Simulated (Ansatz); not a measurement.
We consider Ta3N5 (Cmcm, No. 63), described by HSE06 in Ansatz (plane waves, PAW).

Numerical settings: plane-wave cutoff 500 eV, 6×6×2 k mesh (along the axes of the cell as run), gaussian smearing 0.02 eV, scalar-relativistic PAW data made under PBE.

Cell (relaxed with r²SCAN):

```cif
data_N20Ta12
_chemical_formula_sum 'Ta12 N20'
_space_group_name_H-M_alt 'Cmcm'
_space_group_IT_number 63
_space_group_name_Hall '-C 2c 2'
_cell_length_a 3.87261
_cell_length_b 10.26062
_cell_length_c 10.29584
_cell_angle_alpha 90.000
_cell_angle_beta 90.000
_cell_angle_gamma 90.000
loop_
_atom_site_label
_atom_site_type_symbol
_atom_site_symmetry_multiplicity
_atom_site_Wyckoff_symbol
_atom_site_fract_x
_atom_site_fract_y
_atom_site_fract_z
_atom_site_occupancy
Ta1 Ta 4 c 0.00000 0.19677 0.75000 1
Ta2 Ta 8 f 0.00000 0.13334 0.05996 1
N1 N 8 f 0.00000 0.04698 0.61876 1
N2 N 8 f 0.00000 0.69207 0.07407 1
N3 N 4 c 0.00000 0.23698 0.25000 1
```
(The calculation used a cell of 16 atoms; values per cell refer to that cell.)

Q: Predict the band gap.

A: 
* **band gap**: 2.30 eV (on the SCF k mesh)

Measured, for comparison: band gap 2.18 eV (temperature not stated, not corrected to a static lattice, indirect, Tauc analysis with phonon absorption and emission, films; as tabulated in Eichhorn et al. (2021), doi:10.1039/d1ta05282a).

Note: cell and atoms aren't relaxed at this level (largest force component 0.11 eV/Å, pressure -1.5 GPa).

Spin–orbit coupling is not included.

Computed values are for the static lattice.

Ansatz is a program for electronic structure.
